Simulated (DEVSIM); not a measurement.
# TaN/Si3N4/p-GaAs capacitor

System: TaN/Si3N4/p-GaAs capacitor, at 300 K.

| layer (left to right) | material | thickness (nm) | Na (cm⁻³) |
|---|---|---|---|
| 1 | Si3N4 | 5.90 | - |
| 2 | GaAs | 490 | 3.4e17 |

Metal gate on the left, work function 4.4 eV. Fixed charge at the semiconductor interface 0 cm⁻² (in units of +e); no interface traps.

Constants are typed, rounded textbook-type inputs, not results; the design itself was drawn at random and stands for no fabricated device. Values at 300 K.

```tsv
parameter	Si3N4	GaAs
gap (eV)	5.1	1.424
affinity (eV)	2.1	4.07
permittivity	7.5	12.9
Nc (cm⁻³)	-	4.7e17
Nv (cm⁻³)	-	9e18
```

DEVSIM, 1D Poisson equation in equilibrium, Boltzmann statistics, complete ionisation; no quantum confinement or tunnelling. Metal contacts follow the ideal Schottky-Mott rule: no Fermi-level pinning, no interface dipoles.

```
Property                                         Value
----------------------------------------  ------------
Flat-band voltage                              -1.01 V
Minimum of the low-frequency capacitance  0.147 μF/cm²
Capacitance of the dielectric stack        1.13 μF/cm²
```
